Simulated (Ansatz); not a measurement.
The reference is Mg2Sn (space group Fm-3m, No. 225; relaxed with 0.1 eV smearing).

```
CELL_PARAMETERS angstrom
      0.00000     3.33192     3.33192
      3.33192     0.00000     3.33192
      3.33192     3.33192     0.00000
ATOMIC_POSITIONS crystal
  Mg 0.25000 0.25000 0.25000
  Mg 0.75000 0.75000 0.75000
  Sn 0.00000 0.00000 0.00000
```

Cartesian axes are those of the cell as printed.

Method: LDA (Ansatz, a program for electronic structure; PAW; 420 eV plane waves; no SOC).

It is then changed as follows: an isotropic linear strain of +2.00 %; the atoms relax in the strained cell.

### Question
Predict the stress tensor and what it implies for the stiffness.

### Answer
Stress of the strained cell less that of the base (GPa, compression positive):
```
   -2.4     0.0     0.0
    0.0    -2.4     0.0
    0.0     0.0    -2.4
```

Then B = −ΔP/(ΔV/V₀) with ΔV/V₀ = 0.0612 gives secant stiffness values (nonlinear terms included at this strain): B ≈ 40 GPa.

As a check, the harmonic strain energy −½ V₀ Δσ:ε is 11 meV/atom; the computed energy rise is 12 meV/atom.

Whether these cells are dynamically stable was not tested.
